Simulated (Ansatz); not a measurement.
**What uniaxial strain ε_zz = −2.50 % does to Sn**

Take Sn in the diamond structure (space group Fd-3m, No. 227; a = 6.656 Å; relaxed with 0.1 eV smearing) as the base. Axes: x, y, z lie along the cube axes.

One thing is altered: the cell is compressed by 2.50 % along z with no lateral relaxation; the atoms relax in the strained cell.

Level of theory: PBE, PAW, 420 eV (Ansatz, a first-principles code; scalar-relativistic without spin-orbit coupling). k-mesh 15×15×15 (Γ-centred); smearing 0.1 eV (Fermi–Dirac).

- Volume per atom = 35.94 Å³ (base 36.86 Å³)
- Shortest interatomic distance = 2.858 Å (base 2.882 Å)
- Energy relative to the base (free energy F) = +4.0 meV/atom
- Pressure (mean of the normal stresses, compression positive) = 1.0 GPa (base 0.0 GPa)
- Band gap = zero (base zero)
- Stress (xx, yy, zz, yz, xz, xy; compression positive) = (0.7, 0.7, 1.4, 0.0, 0.0, 0.0) GPa

No phonon test of stability was made.
